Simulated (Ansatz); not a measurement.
**Lattice parameter c of LaF (P6₃/mmc, No. 194, 4 atoms in the cell; start mp-1184996) at several levels of theory**

No measured value is used here.

| level (code) | value (Å) |
|---|---|
| LDA (Ansatz) | 5.180 |
| PBE (Ansatz) | 5.507 |
| PBEsol (Ansatz) | 5.291 |
| r²SCAN (Ansatz) | 5.416 |

LDA, PBE, PBEsol, r²SCAN: the relaxation could not lower the start's symmetry, so the cell can be a saddle point above a distorted one. Cutoffs differ between the levels. Ansatz's density-functional and Hartree–Fock values are scalar-relativistic unless marked +SOC, with PAW data made under PBE.

A start named mp-… is a Materials Project structure, which need not be a measured phase.

Ansatz is a program for electronic structure.
